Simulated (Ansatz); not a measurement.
The starting structures come from a database of crystals and need not be the phases stable at ambient conditions.

By PBEsol, the system below comes out a metal.

Given:

```xyz
2
Lattice="2.6585 0.0000 0.0000 0.0000 4.7427 0.0000 1.3293 -2.3714 2.3714" Properties=species:S:1:pos:R:3 pbc="T T T"
Si     0.6646     2.3714     0.0000
Si     1.3293     0.0000     0.0000
```

Space group of this cell: I4_1/amd. The cell is taken as given; by PBEsol its mean pressure is 0.8 GPa.

The current flows along the normal of the first two printed cell vectors, the (100) plane of the conventional cell. No spin-orbit coupling; the value is a mean over 0.1 eV about the Fermi level.

### Question
Give the ballistic conductance per area that PBEsol run with Ansatz (a quantum-chemistry and plane-wave program) yields.

### Answer
1.1 × 10¹⁵ S/m² for both spins.
